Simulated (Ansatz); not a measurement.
The parent structure is SnO₂ in the rutile structure (space group P4_2/mnm, No. 136; a = 4.7224 Å, c = 3.1903 Å). Axes: x, y, z lie along a, b, c of the conventional cell.

Level of theory: LDA, PAW, 420 eV (Ansatz, an electronic-structure program; scalar-relativistic without spin-orbit coupling).

Now apply this change: the cell is compressed by 3.00 % along x with no lateral relaxation; the atoms relax in the strained cell.

Task: Predict the stress tensor and what it implies for the stiffness.

Result: Stress of the strained cell less that of the base (GPa, compression positive):
```
   7.64    0.00    0.00
   0.00    6.03    0.00
   0.00    0.00    4.86
```

Then −Δσ_ii/ε with ε = -0.0300 gives secant stiffness values (nonlinear terms included at this strain): C11 ≈ 255 GPa, C12 ≈ 201 GPa and C13 ≈ 162 GPa.

As a check, the harmonic strain energy −½ V₀ Δσ:ε is 8.5 meV/atom; the computed energy rise is 8.4 meV/atom.

Whether these cells are dynamically stable was not tested.
